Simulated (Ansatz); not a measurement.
## Response to strain in Zr

Base system: Zr in the hcp (Mg type) structure (space group P6_3/mmc, No. 194; relaxed with 0.1 eV smearing).

```
CELL_PARAMETERS angstrom
      3.24432     0.00000     0.00000
     -1.62216     2.80966     0.00000
      0.00000     0.00000     5.15800
ATOMIC_POSITIONS crystal
  Zr 0.66667 0.33333 0.75000
  Zr 0.33333 0.66667 0.25000
```

Cartesian axes are those of the cell as printed.

Strains are applied to the cell and any free atomic positions relax; under biaxial strain the out-of-plane vector relaxes too.

Computed with Ansatz (an electronic-structure program), r2SCAN, PAW, cutoff 500 eV, without spin-orbit coupling.

Candidates:
(a) biaxial strain −1.00 %, plane normal [001], relaxed out of plane
(b) biaxial strain −2.00 %, plane normal [001], relaxed out of plane
(c) biaxial strain −0.50 %, plane normal [001], relaxed out of plane

Q: Order them by out-of-plane strain, highest first.

A: (b) biaxial strain −2.00 %, plane normal [001], relaxed out of plane (+1.61 %), (a) biaxial strain −1.00 %, plane normal [001], relaxed out of plane (+0.77 %), (c) biaxial strain −0.50 %, plane normal [001], relaxed out of plane (+0.38 %)

Whether these cells are dynamically stable was not tested. All final runs are without spin polarisation.
